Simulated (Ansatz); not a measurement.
Worked example: self-consistent single point of AlRh (P4mm, 2 atoms in the cell) in Ansatz (a program for electronic structure).

Method of the run: LDA (PW92), default PAW files made with PBE (plane waves; Ansatz).

The change in words: lattice scaled by 0.98; basis.ecutwfc: 420 eV → 335 eV. Reference geometry:
```
AlRh
1.0
    2.99221     0.00000     0.00000
    0.00000     2.99221     0.00000
    0.00000     0.00000     2.99221
Al Rh
1 1
Direct
  0.00000   0.00000   0.01671
  0.50000   0.50000   0.50000
```

Reference input (self-consistent single point, DFT, LDA (PW92), plane waves, default PAW files made with PBE): basis.ecutwfc = 420 eV; kpoints.mp_grid.grid = 11 11 11; hamiltonian.xc = lda; hamiltonian.pseudopotentials = {kind: paw} (the program's default PAW files); scf.occupations.method = gaussian; scf.occupations.width = 0.1 eV. This run's input differs from it in these lines:

Ansatz 0.2 input:
```diff
@@ -3,10 +3,10 @@
   lattice:
-    - [2.992207, 0.000000, 0.000000]
-    - [0.000000, 2.992207, 0.000000]
-    - [0.000000, 0.000000, 2.992207]
+    - [2.932363, 0.000000, 0.000000]
+    - [0.000000, 2.932363, 0.000000]
+    - [0.000000, 0.000000, 2.932363]
   atoms:
-    - { symbol: Al, position_ang: [0.000000, 0.000000, 0.050000] }
-    - { symbol: Rh, position_ang: [1.496104, 1.496104, 1.496104] }
+    - { symbol: Al, position_ang: [0.000000, 0.000000, 0.049000] }
+    - { symbol: Rh, position_ang: [1.466182, 1.466182, 1.466182] }
 basis:
-  ecutwfc: 420.0 eV
+  ecutwfc: 335.0 eV
 kpoints:
```

Output (repeated stretches shortened):

```
SCF iter   1: F=—  HF=-6793.690649 eV  |F-HF|=—  |Δ(HF+E_count)|=         —  Δρ=8.23e-3  dr2=1.39e-2  ethr=1.77e-3  ⟨swp⟩=4.3  Hψ=8318  notcnv=0
all-band conjugate gradients solve this SCF's bands
preconditioner: auto → none
SCF iter   2: F=—  HF=-6793.687898 eV  |F-HF|=—  |Δ(HF+E_count)|=   2.75e-3  Δρ=2.56e-3  dr2=5.67e-4  ethr=6.93e-5  ⟨swp⟩=2.0  Hψ=3405  notcnv=0
SCF iter   3: F=—  HF=-6793.687761 eV  |F-HF|=—  |Δ(HF+E_count)|=   1.36e-4  Δρ=8.44e-4  dr2=4.22e-5  ethr=2.83e-6  ⟨swp⟩=1.2  Hψ=1901  notcnv=0
SCF iter   4: F=—  HF=-6793.687751 eV  |F-HF|=—  |Δ(HF+E_count)|=   1.06e-5  Δρ=2.70e-5  dr2=1.36e-7  ethr=2.11e-7  ⟨swp⟩=2.0  Hψ=2931  notcnv=0
iter 5 did not close the SCF: its close was put off for the readings that it lacked (scf_convergence_deferred on its scf_iter line)
SCF iter   5: F=-6793.687751 eV  HF=-6793.687751 eV  |F-HF|=1.16e-8  |Δ(HF+E_count)|=   1.43e-8  Δρ=9.51e-6  dr2=1.79e-8  ethr=6.80e-10  ⟨swp⟩=2.0  Hψ=2520  notcnv=0
SCF iter   6: F=-6793.687751 eV  HF=-6793.687751 eV  |F-HF|=2.00e-11  |Δ(HF+E_count)|=   5.37e-9  Δρ=1.88e-6  dr2=3.15e-10  ethr=8.97e-11  ⟨swp⟩=2.1  Hψ=5388  notcnv=0
SCF 1 converged in 6 iterations: F = -6793.687751 eV  dr2 = 3.15e-10
Free energy (F): -6793.687751 eV
Internal energy: -6793.684602 eV  (E = F + TS)
E sigma→0 (E₀):  -6793.686176 eV
Entropy (-TS):   -0.003149 eV (-1.575 meV/atom)
Fermi energy:    17.905275 eV
--- Forces (eV/Å), atoms counted from 1 ---
  atom   1  Al     0.00000000     0.00000000    -0.35859252
  atom   2  Rh    -0.00000000     0.00000000     0.35853405
--- Stress (GPa, compression-positive) ---
        4.547713       0.000000       0.000000
        0.000000       4.547713       0.000000
        0.000000       0.000000       4.400467
  P = ⅓ Tr σ = 4.4986 GPa (44.986 kbar)
  The stress holds the Pulay correction. Without it, at fixed plane waves, as pw.x and ABINIT print it: P = 1.1221 GPa
```

The run converged in 6 iterations. Against the reference run the free energy rises by 12.1 meV/atom, the pressure goes from -8.71 to 4.50 GPa and the largest force goes from 0.273 to 0.359 eV/Å.

The starting cell comes from a database of computed structures (which also holds hypothetical and non-ambient phases and stackings), without a prior relaxation at this level. Its lattice was rescaled by up to half a per cent. One atom was moved a little off its site on purpose. For this run, on top of that: lattice scaled by 0.98. Spin polarisation is off. Ansatz's pressure includes its estimate of the finite-basis (Pulay) stress. Without the estimate this run gives 1.12 GPa. The cutoff lies below the one recommended for these files.
